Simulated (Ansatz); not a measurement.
Consider this model of amorphous Hf18O37Li2.

```xyz
57
Lattice="9.0851 -0.0565 0.1349 -0.0565 8.9743 -0.3272 0.1349 -0.3272 8.8722" Properties=species:S:1:pos:R:3 pbc="T T T"
Hf     2.4389     2.4427     6.1965
Hf     7.6628     6.5679     0.1453
Hf     6.1150     2.8583     7.9137
Hf     2.8351     0.5738     0.4625
Hf     3.7855     8.6465     3.8809
Hf     7.8831     3.8663     2.3223
Hf     1.7928     3.6806     0.6247
Hf     2.4001     6.2906     7.2109
Hf     6.8221     1.1720     4.8766
Hf     6.7840     7.2032     3.5622
Hf     5.0294     4.1997     4.9751
Hf     1.2294     6.9667     1.4858
Hf     4.5648     5.9456     1.2046
Hf     2.0492     5.3576     4.1254
Hf     5.5733     8.3935     7.3534
Hf     4.9957     2.0173     2.1458
Hf     8.4004     4.4891     5.8296
Hf     8.1953     0.7542     1.7095
O      5.6696     3.7510     3.0991
O      3.5030     8.1528     7.2318
O      5.4720     8.3210     5.1413
O      8.3432     7.5618     2.0578
O      0.0474     4.7085     3.6915
O      0.9149     5.9341     5.7910
O      2.1408     1.6978     8.1072
O      6.7042     5.6534     4.9339
O      2.5528     5.1923     2.0246
O      8.0531     8.4951     4.7448
O      4.9869     0.9005     8.8865
O      1.1091     0.1369     1.4504
O      4.8237     4.1671     0.3954
O      1.9760     7.3712     3.4212
O      0.1630     2.6654     1.2057
O      0.6631     6.7833     8.2544
O      6.4812     0.1786     2.8610
O      4.7722     6.8630     3.0528
O      2.9688     7.1500     0.4038
O      7.5971     8.3386     8.5029
O      3.0877     2.4643     1.5724
O      6.8109     1.0564     7.0240
O      4.4814     3.0677     6.6633
O      3.8246     0.2248     2.2951
O      4.8740     1.5911     4.2655
O      6.7796     3.1710     5.6715
O      0.5411     3.0250     6.0048
O      3.0135     3.6201     4.5005
O      5.7099     6.6405     8.5198
O      2.3917     0.6745     5.2643
O      6.6994     5.7096     1.7983
O      8.0198     2.0741     3.4557
O      7.5009     4.5505     7.7809
O      6.8024     2.4432     1.0257
O      2.3757     4.3960     7.8078
O      0.1012     5.2159     1.0201
O      3.5973     5.8575     5.5047
Li     0.8143     8.6978     4.2333
Li     8.4517    -0.0236     7.1196
```

Calculation: PBE, scalar-relativistic without spin-orbit coupling (plane waves to 420 eV, PAW; Ansatz, an electronic-structure program).

The cell was made by melting and quenching with the CHGNet potential and then relaxed with DFT. O atoms were pushed apart under 1.9 Å during the dynamics, to hinder bonds among them. The hot cell started wider than the set density and was brought back towards it in steps. It is the lowest in DFT energy of 2 quenches. It is a model cell: composition and starting density were chosen by hand, and all elements were melted together. No dispersion term was used. Its density started from a set value of 8.78 and ended at 8.78 g/cm³. The simulated quench (nominally 380 K/ps over its main leg) is rapid and tends to freeze in more defects than a deposited or slowly cooled glass has. A cell of this size samples the disorder only roughly. The volume was held where the preparation left it and the shape relaxed, at a PBE pressure of -2.6 GPa (tension). Stress components on the final sampling reach 2.7 GPa.

Bonds are counted up to Hf-Hf 3.34 Å, Hf-O 2.84 Å, Hf-Li 3.10 Å, O-O 1.58 Å, O-Li 2.33 Å, Li-Li 2.86 Å. Two cations that share two anions don't count as bonded, nor two that share one unless they lie closer than Hf-Hf 3.25 Å, Hf-Li 3.02 Å, Li-Li 2.78 Å.

### Question
Give the coordination numbers, mean bond lengths and angles.

### Answer

- Mean coordination of Hf by anions: 6.61 (8 with 6, 9 with 7, 1 with 8)
- Mean coordination of O: 3.38 (1 with 2, 21 with 3, 15 with 4)
- Mean coordination of Li by anions: 3.00 (2 with 3)
- Mean Hf-O bond: 2.171 Å (spread 0.129 Å, 119 counted)
- Mean O-Li bond: 1.972 Å (spread 0.075 Å, 6 counted)
- Bond angle at Hf: mean 101.9°, spread 29.4°
- Bond angle at O: mean 112.0°, spread 17.3°
- Bond angle at Li: mean 110.0°, spread 23.5°

### Question
List the pairs of like atoms that count as bonded by the rules above.

### Answer
There are none by these rules.
